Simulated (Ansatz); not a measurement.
Input:

```
Al2O3
1.0
    4.80503     0.00000     0.00000
   -2.40252     4.16128     0.00000
    2.40251     1.38709     4.37208
Al O
4 6
Direct
  0.70420   0.85210   0.44370
  0.29580   0.14790   0.55630
  0.29580   0.64790   0.05630
  0.70420   0.35210   0.94370
  0.50000   0.44386   0.75000
  0.50000   0.55614   0.25000
  0.80614   0.05614   0.75000
  0.19386   0.94386   0.25000
  0.19386   0.75000   0.75000
  0.80614   0.25000   0.25000
```

Space group of this cell: R-3c, corundum. The cell is taken as given; by r2SCAN its mean pressure is -6.9 GPa.

The numbers are results of r2SCAN (plane waves, PAW; Ansatz, an electronic-structure program), not measurements.

The current runs along the normal of the first two printed vectors; no spin-orbit coupling. Scaled by the factor s: all lengths (ions clamped). The meshes follow the cell: 10×10×10 and 12×12 across at s = 0.98, 8×8×8 and 12×12 across at s = 1.00, 8×8×8 and 12×12 across at s = 1.02.

```json
[
 {"s": "0.98", "mean pressure (GPa)": "8.8", "band gap (eV)": "7.55"},
 {"s": "1.00", "mean pressure (GPa)": "-6.9", "band gap (eV)": "6.77"},
 {"s": "1.02", "mean pressure (GPa)": "-19.0", "band gap (eV)": "?"}
]
```

Task: Take the slope of the band gap against ln s from the two given rows, extrapolate to s = 1.02, and say what the run there gives.

Result: Slope = (7.55 − 6.77) / ln 0.98 = -38.6 eV. The line gives 6.77 + (-38.6) × ln 1.02 = 6.01 eV. The run gives 6.03 eV, 0.02 eV over the line, 3 % of the predicted step.
